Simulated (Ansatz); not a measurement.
## ZnSe under a change: isotropic strain +0.50 %

The parent structure is ZnSe in the zinc blende structure (space group F-43m, No. 216; a = 5.666 Å).

Modification: every lattice vector is stretched by 0.50 %; the atoms relax in the strained cell.

Method: r2SCAN/PAW in Ansatz (an electronic-structure program), no spin-orbit coupling. k-mesh 10×10×10 (Γ-centred); smearing 0.05 eV (Fermi–Dirac).

| quantity | base | changed | shift |
|---|---|---|---|
| space group | F-43m (No. 216) | F-43m (No. 216) | – |
| shortest interatomic distance | 2.453 Å | 2.466 Å | +0.0123 Å |
| energy relative to the base (free energy F) | 0 meV/atom | +1.0 meV/atom | +1.0 meV/atom |
| pressure | -0.01 GPa | -0.95 GPa | -0.94 GPa |
| band gap | 1.87 eV | 1.80 eV | -0.064 eV |
| gap character | direct at Γ | direct at Γ | – |
| width of the top valence band | 2.71 eV | 2.64 eV | -0.07 eV |
| electron mass | 0.12 mₑ (at Γ) | 0.12 mₑ (at Γ) | – |
| hole mass (degenerate bands, along [100]) | 0.13, 0.60, 0.60 mₑ (at Γ) | 0.13, 0.61, 0.61 mₑ (at Γ) | – |
| valley order (the lowest conduction-band minima on the path, energy above the VBM, named in the base's zone) | Γ 1.87 eV; L along ⟨111⟩ 3.05 eV; X along ⟨100⟩ 3.34 eV | Γ 1.80 eV; L along ⟨111⟩ 3.03 eV; X along ⟨100⟩ 3.37 eV | – |

Cost of the whole job for the changed cell (relaxation, final SCF and bands): about 11 core-seconds (a rough figure).

Effective masses come from finite differences of ±0.01 Å⁻¹. No phonon test of stability was made.
